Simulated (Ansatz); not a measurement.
The structure below was relaxed with PBE-D3(BJ) (Ansatz, a program for electronic structure, PAW, without spin-orbit coupling), earlier PAW set, at pressure 3 GPa.

Space group Cmce (No. 64); a = 3.348 Å, b = 9.895 Å, c = 3.862 Å, α = 90.00°, β = 90.00°, γ = 90.00°

```tsv
atom	site	symmetry	x	y	z
P	8f	m..	0.0000	0.1108	0.0591
```

**Question.** Write out a cell with all atoms.

**Answer.** 
```
P
1.0
    3.34792     0.00000     0.00000
    0.00000     9.89544     0.00000
    0.00000     0.00000     3.86157
P
8
Direct
  0.50000   0.61081   0.05914
  0.00000   0.88919   0.94086
  0.00000   0.61081   0.44086
  0.50000   0.88919   0.55914
  0.00000   0.11081   0.05914
  0.50000   0.38919   0.94086
  0.50000   0.11081   0.44086
  0.00000   0.38919   0.55914
```
This is the conventional cell.

Load acts through the strain it causes; cell and atoms are relaxed under it. Stability against distortions was not tested. The cell was made from P in the black-P type structure (space group Cmce, No. 64; layered, stacked along the Cartesian y axis) by this change: pressure 3 GPa.
